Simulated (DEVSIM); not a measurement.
System: GaN p-n junction from an implanted or diffused profile, at 350 K.

| layer (left to right) | material | thickness (μm) | Nd (cm⁻³) | τn (s) | τp (s) |
|---|---|---|---|---|---|
| 1 | GaN | 82.0 | 1.7e14 | 1.2e-9 | 1.2e-9 |

Added acceptor profile: 1.6e18 cm⁻³ × exp(−(x − 0 μm)²/(2·(0.14 μm)²)). Left contact: ohmic. Right contact: ohmic. Voltage is applied to the left contact. Recombination: SRH at mid-gap. Mobility is constant in doping. Where it depends on doping, it is μmin + (μ − μmin)/(1 + (N/Nref)^α).

This is a model device: material constants are rounded textbook-type values typed into the input, and sizes, dopings and lifetimes were drawn at random. Values at 300 K; Nc and Nv go as T^1.5, mobilities as T to minus their exponent, the gap by Varshni's rule with the affinity fixed. The table also holds parameters that only a changed run uses.

```tsv
parameter	GaN
gap (eV)	3.43
affinity (eV)	4.1
permittivity	9.5
Nc (cm⁻³)	2.3e18
Nv (cm⁻³)	4.6e19
μn (cm²/Vs)	1200
μp (cm²/Vs)	100
μn,min	55
μp,min	3
Nref,n	2e17
Nref,p	3e17
αn	1
αp	2
T exponent of μn	1.5
T exponent of μp	2
Cn (cm⁶/s)	1e-30
Cp (cm⁶/s)	1e-30
Varshni α (eV/K)	0.00091
Varshni β (K)	830
```

Simulated with DEVSIM: 1D drift-diffusion, Boltzmann statistics, complete ionisation; no tunnelling, impact ionisation, image-force lowering or self-heating.

Base results: potential step across the device at zero bias (V) 3.006; dark forward voltage at 1 A/cm² (V) 3.041.

What follows from this one change: thickness of layer 1 82 → 16 μm?

potential step across the device at zero bias little changed (3.006 V); dark forward voltage at 1 A/cm² 3.041 → 2.788 V.

What follows from this one change: temperature 350 → 450 K?

potential step across the device at zero bias 3.006 → 2.812 V; dark forward voltage at 1 A/cm² 3.041 → 2.917 V.

What follows from this one change: doping Nd of layer 1 1.7e+14 → 1.7e+15 cm^-3?

potential step across the device at zero bias 3.006 → 3.075 V; dark forward voltage at 1 A/cm² 3.041 → 2.810 V.

What follows from this one change: peak of the profile 1.6e+18 → 8e+17 cm^-3?

potential step across the device at zero bias 3.006 → 2.985 V; dark forward voltage at 1 A/cm² little changed (3.041 V).
